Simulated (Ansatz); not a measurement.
# MgS in the rock salt structure (space group Fm-3m, No. 225)

```xyz
2
Lattice="0.0000 2.5911 2.5911 2.5911 0.0000 2.5911 2.5911 2.5911 0.0000" Properties=species:S:1:pos:R:3 pbc="T T T"
Mg     0.0000     0.0000     0.0000
S      2.5911     2.5911     2.5911
```

Computed with PBEsol in Ansatz (plane waves to 420 eV, PAW, scalar-relativistic without spin-orbit coupling). k-mesh 11×11×11 (Γ-centred); smearing 0.05 eV (Fermi–Dirac).

| Property | Result |
|---|---|
| Volume per atom | 17.40 Å³ |
| Density | 2.69 g/cm³ |
| Band gap | 2.73 eV, indirect, Γ → X |
| Electron mass | 0.53 mₑ along k, 0.29 mₑ across |
| Hole mass (degenerate bands, along [100]) | 0.25, 0.92, 0.92 mₑ |
| Lowest conduction-band minima above the VBM | X along ⟨100⟩ 2.73 eV; Γ 3.69 eV |
| Total energy | -1399.959 eV/atom (σ→0; compares only within this code and set-up) |

Masses are band curvatures over ±0.01 Å⁻¹ around the edge. Along k means along the line from Γ to the band edge. Stability against distortions was not tested. The base started in P3_121 and relaxed to Fm-3m at this level.

Ansatz is a program for electronic structure.
